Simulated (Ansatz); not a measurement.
Input and output of a zone-centre phonon calculation for CdO (Fm-3m, 2 atoms in the cell) (Ansatz, an electronic-structure program).

Level of theory: PBE (plane waves, PAW; Ansatz).

```
CdO
1.0
    0.00000     2.34295     2.34295
    2.34295     0.00000     2.34295
    2.34295     2.34295     0.00000
Cd O
1 1
Direct
  0.00000   0.00000   0.00000
  0.50000   0.50000   0.50000
```

Reference input (self-consistent single point, DFT, PBE, plane waves, default PAW files): basis.ecutwfc = 30.9 Ry; kpoints.mp_grid.grid = 9 9 9; hamiltonian.xc = pbe; hamiltonian.pseudopotentials = {kind: paw} (the program's default PAW files); scf.occupations.method = fermi_dirac; scf.occupations.width = 0.0007 Ry. This run's input differs from it in these lines:

```diff
@@ -18,6 +18,5 @@
   occupations: { method: fermi_dirac, width: 0.0007 Ry }
-output:
-  forces: true
-  eigenvalues: true
-  stress: true
+  convergence: { dr2_threshold: 1.0e-09 eV }
+phonons:
+  method: dfpt
```

Output (repeated stretches shortened):

```
SCF iter   1: F=—  HF=-8821.410551 eV  |F-HF|=—  |Δ(HF+E_count)|=         —  Δρ=1.09e-3  dr2=1.63e-4  ethr=1.77e-3  ⟨swp⟩=5.0  Hψ=5885  notcnv=0
all-band conjugate gradients solve this SCF's bands
preconditioner: auto → none
SCF iter   2: F=—  HF=-8821.410905 eV  |F-HF|=—  |Δ(HF+E_count)|=   3.54e-4  Δρ=3.62e-4  dr2=9.29e-6  ethr=6.25e-7  ⟨swp⟩=2.4  Hψ=2932  notcnv=0
   [... lines left out ...]
SCF iter   5: F=-8821.410965 eV  HF=-8821.410965 eV  |F-HF|=2.64e-10  |Δ(HF+E_count)|=   9.17e-8  Δρ=2.61e-6  dr2=9.43e-10  ethr=1.21e-10  ⟨swp⟩=2.0  Hψ=1951  notcnv=0
SCF iter   6: F=-8821.410965 eV  HF=-8821.410965 eV  |F-HF|=1.82e-12  |Δ(HF+E_count)|=  6.28e-10  Δρ=3.29e-7  dr2=1.87e-11  ethr=3.63e-12  ⟨swp⟩=3.6  Hψ=5514  notcnv=0
the last iteration of the SCF fills more bands at one k-point than at another …
SCF 1 converged in 6 iterations: F = -8821.410965 eV  dr2 = 1.87e-11
DFPT response loops at Γ: preconditioner auto → Kerker (q_TF=auto, 2.733 Å⁻¹) (partly filled bands, converged f_vac=0.000) …
Free energy (F): -8821.410965 eV
Internal energy: -8821.410851 eV  (E = F + TS)
E sigma→0 (E₀):  -8821.410908 eV
Entropy (-TS):   -0.000114 eV (-0.057 meV/atom)
Fermi energy:    12.852595 eV
--- Phonons (Γ-DFPT): 2 representative perturbations + reference, on 75 of 729 k-points (Σ response iterations 10) ---
  k mesh reduced under 8 symmetry operations, with k and −k counted as one. Each operation leaves every solved perturbation unchanged …
  ASR residual: 4.221e-5 → 0.000e0 eV/Å²; symmetrization residual: 2.920e-7 eV/Å²
  ASR residual per site (eV/Å²): 4.22e-5 3.37e-5
  Γ frequencies (cm⁻¹): 0.00 0.00 0.00 269.67 269.67 269.67
  non-analytic LO–TO correction: not included (Born effective charges unavailable; polar crystals: no LO–TO splitting at Γ)
```

The run converged in 6 iterations. 

Summary of the result:
- Free energy E − TS (on the zero of these files): -8821.4110 eV
- Fermi level (on the code's own zero): 12.85 eV
- Zone-centre frequencies (cm⁻¹; negative means imaginary): 0, 0, 0, 270, 270, 270

The starting cell has typed, rounded lattice constants, without a prior relaxation at this level. Its lattice was rescaled by up to half a per cent.

Keys are those of Ansatz 0.2.
